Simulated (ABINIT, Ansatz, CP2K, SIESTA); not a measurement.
## Code comparison for ScBPt3 (Pm-3m, 5 atoms in the cell)

Self-consistent single point.

```
CELL_PARAMETERS angstrom
      4.27026     0.00000     0.00000
      0.00000     4.27026     0.00000
      0.00000     0.00000     4.27026
ATOMIC_POSITIONS crystal
  Sc 0.00000 0.00000 0.00000
  B  0.50000 0.50000 0.50000
  Pt 0.00000 0.50000 0.50000
  Pt 0.50000 0.00000 0.50000
  Pt 0.50000 0.50000 0.00000
```

Shared settings, as Ansatz (a program for electronic structure) writes them: kpoints.mp_grid.grid = 5 5 5; scf.occupations.method = gaussian; scf.occupations.width = 0.05 eV. Potentials and cutoffs stand in the table.

```
code                                                                                                                       model  pressure (GPa)       cutoff
------  ------------------------------------------------------------------------------------------------------------------------  --------------  -----------
ABINIT                                           LDA (PW92), norm-conserving pseudopotentials (PseudoDojo nc-sr-04 LDA standard)          -12.65        84 Ry
Ansatz                                                                                       LDA (PW92), PAW files made with PBE          -12.58       420 eV
CP2K                                        LDA (Pade form), GPW, DZVP-MOLOPT-SR-GTH basis, GTH-PADE potentials (GTH_POTENTIALS)          -35.31  grid 600 Ry
SIESTA  LDA PW92, numerical atomic orbitals TZP, PseudoDojo LDA standard norm-conserving potentials (rewritten from UPF to PSML)          -14.70  grid 400 Ry
```

On Ansatz's run: spin-orbit coupling is off. Spin polarisation is off.

The spread over the programs that give each value: pressure within 22.73 GPa.

CP2K and SIESTA use small atom-centred bases, whose incompleteness enters pressures, forces and empty levels differently from a plane-wave cutoff. Ansatz's pressure is given at a fixed set of plane waves, as the other plane-wave codes print theirs; with its correction for the finite basis it is -12.52 GPa. In the pressure, CP2K (by 22.70) and SIESTA (by 2.09) lie more than 1 GPa from the median of the plane-wave programs.

The starting cell comes from a database of computed structures (which also holds hypothetical and non-ambient phases and stackings), without a prior relaxation at this level. Its lattice was rescaled by a random factor within 2.5 % of one.

Left out of this page: GPAW and Elk (not drawn, or without a comparable value).

Keys are those of Ansatz 0.2.
